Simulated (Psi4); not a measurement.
Psi4 1.11, R2SCAN/def2-svp: W(NH)(S)(Br)(NH2) ([NH]=[W]([NH2])(=[S])[Br]), 8 atoms. The geometry is a generated start, not checked to be a minimum at this level.

```yaml
task: gradient
method: r2scan
basis: def2-svp
memory: 7 GB
scf_type: df (default)
guess: auto, which took SAD (default)
diis_max_vecs: 10 (default)
scf_initial_accelerator: adiis (default)
e_convergence: 1e-08 (default)
d_convergence: 1e-08 (default)
effective_core_potentials: those of the basis set, past Kr
basis functions (reference run): 125
grid points (reference run): 1469111
```

```xyz
8

W     -0.2600    -0.4065     0.2171
N      0.6391    -1.4182    -0.9298
H      1.2480    -2.0685    -1.4291
S      0.3158    -0.8617     2.2762
Br    -2.6039    -0.9180     0.0552
N      0.0905     1.5039    -0.0593
H      0.4836     2.0079    -0.8652
H      0.0868     2.1611     0.7349
```

The reference run has dft_radial_points = 200, dft_spherical_points = 974, dft_pruning_scheme = none (default); it is not itself proven converged. Each setting ran once; only counts and results are compared.

Settings tried, all else as in the reference:
- dft_radial_points = 75 (default), dft_spherical_points = 434
- dft_radial_points = 75 (default), dft_spherical_points = 302 (default), dft_pruning_scheme = treutler
- dft_radial_points = 25, dft_spherical_points = 50
- dft_radial_points = 99, dft_spherical_points = 590, dft_pruning_scheme = treutler
- dft_radial_points = 99, dft_spherical_points = 590
- dft_radial_points = 50, dft_spherical_points = 194
- dft_radial_points = 35, dft_spherical_points = 110
- dft_radial_points = 150, dft_spherical_points = 770
- dft_radial_points = 75 (default), dft_spherical_points = 302 (default), dft_pruning_scheme = robust
- dft_radial_points = 75 (default), dft_spherical_points = 302 (default)

### Question
Which settings reproduce the reference to 1.0 meV/atom in energy, 10 meV/Å in forces (largest component)?

### Answer
Within it: dft_radial_points = 150, dft_spherical_points = 770. Outside: dft_radial_points = 99, dft_spherical_points = 590; dft_radial_points = 99, dft_spherical_points = 590, dft_pruning_scheme = treutler; dft_radial_points = 75 (default), dft_spherical_points = 302 (default), dft_pruning_scheme = treutler; dft_radial_points = 75 (default), dft_spherical_points = 302 (default); dft_radial_points = 75 (default), dft_spherical_points = 302 (default), dft_pruning_scheme = robust; dft_radial_points = 75 (default), dft_spherical_points = 434; dft_radial_points = 50, dft_spherical_points = 194; dft_radial_points = 35, dft_spherical_points = 110; dft_radial_points = 25, dft_spherical_points = 50.

| setting | grid points | energy against the reference | difference in forces (largest component) |
|---|---|---|---|
| the reference | 1469111 | — | — |
| dft_radial_points = 150, dft_spherical_points = 770 | 875535 | +0.043 meV/atom | 2.9 meV/Å |
| dft_radial_points = 99, dft_spherical_points = 590 | 444544 | −0.50 meV/atom | 19 meV/Å |
| dft_radial_points = 99, dft_spherical_points = 590, dft_pruning_scheme = treutler | 259510 | −0.42 meV/atom | 19 meV/Å |
| dft_radial_points = 75 (default), dft_spherical_points = 302 (default), dft_pruning_scheme = treutler | 105632 | −7.2 meV/atom | 60 meV/Å |
| dft_radial_points = 75 (default), dft_spherical_points = 302 (default) | 173216 | −7.3 meV/atom | 60 meV/Å |
| dft_radial_points = 75 (default), dft_spherical_points = 302 (default), dft_pruning_scheme = robust | 125960 | −7.3 meV/atom | 60 meV/Å |
| dft_radial_points = 75 (default), dft_spherical_points = 434 | 248480 | −7.3 meV/atom | 60 meV/Å |
| dft_radial_points = 50, dft_spherical_points = 194 | 75153 | +6.5 meV/atom | 160 meV/Å |
| dft_radial_points = 35, dft_spherical_points = 110 | 29979 | −360 meV/atom | 540 meV/Å |
| dft_radial_points = 25, dft_spherical_points = 50 | 9742 | +840 meV/atom | 860 meV/Å |

Total energies are compared; such shifts often cancel in part in energy differences. The gradients leave out the derivatives of the grid weights. No test of the SCF solution's stability was run. Also tried and not ranked: dft_radial_points = 99, dft_spherical_points = 590, dft_pruning_scheme = robust (same energy as a listed run). The tolerance is a choice made for this comparison.
